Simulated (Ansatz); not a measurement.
Given:

```yaml
crystal:
  lattice:
    - [3.64865, 0.00000, 0.00000]
    - [-1.82433, 3.15983, 0.00000]
    - [0.00000, 0.00000, 18.94732]
  atoms:
    - { symbol: Zr, position: [0.00000, 0.00000, 0.50000] }
    - { symbol: S, position: [0.33333, 0.66667, 0.57733] }
    - { symbol: S, position: [0.66667, 0.33333, 0.42267] }
```

Method: PBE with spin-orbit coupling, rigid bands (plane waves, PAW; Ansatz, a first-principles code). Condition of this run: biaxial strain -1 % with spin-orbit coupling. Geometry: cell and atoms relaxed with PBE, then loaded as said.

### Question
Predict the electron conductivity mass (n e² τ/σ) at 300 K, by direction if it differs.

### Answer
0.50 mₑ.

### Question
Predict the hole conductivity mass (n e² τ/σ) at 300 K, by direction if it differs.

### Answer
0.32 mₑ.

### Question
And the band gap?

### Answer
1.05 eV at this level; semilocal functionals usually fall short of the measured gap.

Rigid bands, one relaxation time for all states, no polarons.

Model free-standing layer, not matched to a measured one here: monolayer ZrS2.
